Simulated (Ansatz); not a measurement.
BN (model structure, started from the rocksalt type, Fm-3m, No. 225, 2 atoms in the cell) was calculated with HSE06 (PAW; Ansatz, an electronic-structure program).

Run with plane-wave cutoff 520 eV, 14×14×14 k mesh, finite displacements, scalar-relativistic PAW data made under PBE.

Computed at the level's own relaxed cell.

```cif
data_BN
_chemical_formula_sum 'N1 B1'
_space_group_name_H-M_alt 'P 1'
_space_group_IT_number 1
_cell_length_a 2.45216
_cell_length_b 2.45216
_cell_length_c 2.45216
_cell_angle_alpha 60.000
_cell_angle_beta 60.000
_cell_angle_gamma 60.000
loop_
_space_group_symop_operation_xyz
  'x, y, z'
loop_
_atom_site_label
_atom_site_type_symbol
_atom_site_fract_x
_atom_site_fract_y
_atom_site_fract_z
_atom_site_occupancy
N1 N 0.00000 0.00000 0.00000 1
B1 B 0.50000 0.50000 0.50000 1
```

Harmonic phonon frequencies (cm⁻¹; i marks an imaginary mode; at Γ without the LO shift):

```tsv
q point	frequencies
Γ	746i 746i 746i 0 0 0
X	534i 534i 189i 506 506 898
L	321i 321i 90 90 943 1130
```

Imaginary modes appear, so the structure is dynamically unstable at this level.

Note: the run finds an imaginary mode (746i cm⁻¹), so the cell is a saddle point at this level.

A model structure was made by putting elements into a prototype or built by hand; it is no filed structure, need not be a known phase, and can be a saddle point held by its symmetry.
